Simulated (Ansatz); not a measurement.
The starting structures come from a database of crystals and need not be the phases stable at ambient conditions.

The decay constant κ of evanescent states in the gap governs leakage through a thin film.

```
CELL_PARAMETERS angstrom
      3.80126     0.00000     0.00000
      0.00000    12.27242    -0.00633
      0.00000     5.03739     9.91387
ATOMIC_POSITIONS crystal
  In 0.75000 0.77699 0.26266
  In 0.25000 0.22301 0.73734
  In 0.25000 0.64545 0.94836
  In 0.75000 0.35455 0.05164
  Ga 0.75000 0.90799 0.83018
  Ga 0.25000 0.09201 0.16982
  Bi 0.25000 0.60703 0.59842
  Bi 0.75000 0.39297 0.40158
  S  0.25000 0.26586 0.95913
  S  0.75000 0.73414 0.04087
  S  0.75000 0.56797 0.84239
  S  0.25000 0.43203 0.15761
  S  0.25000 0.60231 0.35886
  S  0.75000 0.39769 0.64114
  S  0.75000 0.12816 0.26778
  S  0.25000 0.87184 0.73222
  S  0.25000 0.92297 0.13814
  S  0.75000 0.07703 0.86186
  S  0.75000 0.77886 0.49306
  S  0.25000 0.22114 0.50694
```

Space group of this cell: P2_1/m. The cell was relaxed by PBE-D3(BJ).

Transport runs along the normal of the first two printed cell vectors.

The gap is the functional's own, uncorrected, and κ follows it; spin-orbit coupling is left out. Mid-gap values are interpolated between the computed energies.

Q: Predict the band gap and the smallest decay constant κ at mid-gap from Ansatz (a quantum-chemistry and plane-wave program) with r2SCAN.

A: Gap 2.20 eV on a 8×4×4 mesh; κ = 0.231 1/Å, at the zone centre.
